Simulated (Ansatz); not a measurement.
Structures of equal composition on the (111) surface of fcc Ir: a layer of Mn in place of the second plane; a layer of Mn in place of the third plane. The slabs share one bottom face, and each structure is named by its start. These are constructed structures in small cells; real faces may alloy, dewet or reconstruct in larger ones, and not all known structures of the face are among them. Slabs of about 11 Å, Fermi-Dirac smearing of 0.1 eV. Bottom of the slabs: a bare face, its two planes held. Relaxed from the named starts with such symmetry as they have, on meshes of like density; energies extrapolated to zero smearing; spin only where a row says so; no spin-orbit coupling, no U. Brackets mark spin-polarised runs, whose order is one that fits the cell.

All values below come from PBE (plane waves to 420 eV, PAW; Ansatz, a quantum-chemistry and plane-wave program).

Task: Put the candidates in order of energy per 1x1 cell, lowest first, for PBE.

Result: a layer of Mn in place of the second plane (0.000 eV [spin, 2.0 μB a cell]), a layer of Mn in place of the third plane (0.356 eV [spin, 1.5 μB a cell])
